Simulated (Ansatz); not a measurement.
The parent structure is Mg₂Si (space group Fm-3m, No. 225; a = 6.325 Å). Axes: x, y, z lie along the cube axes.

Modification: biaxial strain −0.74 %, plane normal [111], relaxed out of plane (Cartesian); in-plane vectors clamped, the third vector and the atoms free.

Levels (all Ansatz, an electronic-structure program, PAW, earlier PAW set): PBEsol (420 eV, no spin-orbit coupling); HSE06+SOC (420 eV, noncollinear with spin-orbit coupling).

The geometry is relaxed with PBEsol.

```
Quantity                                    Result
----------------------------  --------------------
PBEsol valence-band top at Γ  0.00, 0.00, -0.06 eV
PBEsol band gap                            0.08 eV
```

With HSE06+SOC at the same geometry, the valence-band top at Γ (three highest Kramers pairs, from the VBM) becomes 0.00, -0.02, -0.08 eV (PBEsol: 0.00, 0.00, -0.06 eV); the band gap goes up by 0.428 eV, from 0.08 eV to 0.50 eV.

Single points use the geometry relaxed with PBEsol. HSE06 gaps are upper bounds (no full band path). The spin-orbit shifts are approximate. Stability against distortions was not tested. A zero or small gap of Mg2Si can be the functional's error rather than a property of the material.
